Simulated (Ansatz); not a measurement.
## Cohesive energy of CdTe (model structure, Pm-3m, No. 221, 2 atoms in the cell) at several levels of theory

No measured value is used here.

| level (code) | value (eV/atom) | cell (Å³/atom) |
|---|---|---|
| LDA (Ansatz) | 2.29 | 24.53 |
| PBE (Ansatz) | 1.50 | 27.08 |
| PBEsol (Ansatz) | [?] | 25.32 |
| PBE-D3(BJ) (Ansatz) | 1.96 | 25.63 |
| r²SCAN (Ansatz) | [?] | 26.75 |
| r²SCAN+rVV10 (Ansatz) | 1.86 | 26.16 |

**Question.** What belongs in the gaps?

**Answer.** 
- PBEsol (Ansatz, a first-principles code), value (eV/atom): 1.93
- r²SCAN (Ansatz), value (eV/atom): 1.60

Density-functional levels without +SOC have no spin–orbit coupling, which shifts binding energies of heavy elements. Each level is taken at its own relaxed cell. Cutoffs differ between the levels. Ansatz's density-functional and Hartree–Fock values are scalar-relativistic unless marked +SOC, with PAW data made under PBE.

A model structure was made by putting elements into a prototype or built by hand; it is no filed structure, need not be a known phase, and can be a saddle point held by its symmetry.
